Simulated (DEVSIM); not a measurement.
System: isotype n-n heterojunction Al0.4Ga0.6N/GaN, at 400 K.

```tsv
layer (left to right)	material	thickness (μm)	Nd (cm⁻³)	τn (s)	τp (s)
1	Al0.4Ga0.6N	0.440	1.1e17	1.4e-9	1.4e-9
2	GaN	0.100	1.5e16	1.4e-9	1.4e-9
```

Left contact: ohmic. Right contact: ohmic. Voltage is applied to the left contact. Recombination: SRH at mid-gap, radiative, Auger. Mobility is μmin + (μ − μmin)/(1 + (N/Nref)^α).

Constants are typed, rounded textbook-type inputs, not results; the design itself was drawn at random and stands for no fabricated device. Values at 300 K; Nc and Nv go as T^1.5, mobilities as T to minus their exponent, the gap by Varshni's rule with the affinity fixed.

```csv
parameter,Al0.4Ga0.6N,GaN
gap (eV),4.258,3.43
affinity (eV),3.52,4.1
permittivity,9.26,9.5
Nc (cm⁻³),2.3e18,2.3e18
Nv (cm⁻³),4.6e19,4.6e19
μn (cm²/Vs),336,1200
μp (cm²/Vs),30,100
"μn,min",55,55
"μp,min",3,3
"Nref,n",2e17,2e17
"Nref,p",3e17,3e17
αn,1,1
αp,2,2
T exponent of μn,1.5,1.5
T exponent of μp,2,2
B (cm³/s),1e-11,1e-11
Cn (cm⁶/s),1e-30,1e-30
Cp (cm⁶/s),1e-30,1e-30
Varshni α (eV/K),0.00091,0.00091
Varshni β (K),830,830
```

Simulated with DEVSIM: 1D drift-diffusion, Boltzmann statistics, complete ionisation; no tunnelling, impact ionisation, image-force lowering or self-heating. Band offsets follow the typed affinities; no thermionic-emission limit at abrupt steps, no polarisation charge.

The doping Nd of layer 2 was swept, all else fixed.

| doping Nd of layer 2 (cm^-3) | dark forward voltage at 1 A/cm² (V) | potential step across the device at zero bias (V) |
|---|---|---|
| 4.5e14 | 0.700 | 0.770 |
| 1.5e15 | (withheld) | 0.728 |
| 4.5e15 | 0.690 | 0.690 |
| 1.5e16 | 0.676 | 0.649 |
| 4.5e16 | 0.647 | 0.611 |
| 1.5e17 | 0.571 | 0.569 |
| 4.5e17 | 0.425 | 0.531 |

**Question.** Some entries are withheld; supply them.

**Answer.** 
- 1.5e15, dark forward voltage at 1 A/cm² (V): 0.696
